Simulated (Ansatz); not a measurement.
**SiC, pressure series**

Base system: SiC (space group P6_3mc, No. 186).

```yaml
crystal:
  lattice:
    - [3.07807, 0.00000, 0.00000]
    - [-1.53903, 2.66569, 0.00000]
    - [0.00000, 0.00000, 10.07616]
  atoms:
    - { symbol: Si, position: [0.00000, 0.00000, 0.00032] }
    - { symbol: Si, position: [0.00000, 0.00000, 0.50032] }
    - { symbol: Si, position: [0.66667, 0.33333, 0.75024] }
    - { symbol: Si, position: [0.33333, 0.66667, 0.25024] }
    - { symbol: C, position: [0.00000, 0.00000, 0.81286] }
    - { symbol: C, position: [0.00000, 0.00000, 0.31286] }
    - { symbol: C, position: [0.66667, 0.33333, 0.56221] }
    - { symbol: C, position: [0.33333, 0.66667, 0.06221] }
```

Cell and atoms are relaxed at each pressure.

Computed with DFT with PBEsol, PAW potentials and a 420 eV plane-wave cutoff in Ansatz (a quantum-chemistry and plane-wave program), spin-orbit coupling left out.

```csv
P (GPa),V (Å³/atom)
-2.00,10.429
-0.98,10.380
3.00,10.199
7.00,10.031
15.00,9.731
30.00,9.263
50.00,8.767
75.00,8.280
100.00,7.887
```

A third-order Birch–Murnaghan fit to these points gives V₀ = 10.33 Å³/atom, B₀ = 224 GPa and B₀′ = 3.8. At pressure 100 GPa the volume is 76.3 % of V₀.

Load acts through the strain it causes; cell and atoms are relaxed under it. Whether these cells are dynamically stable was not tested. No other phases were tried under pressure.
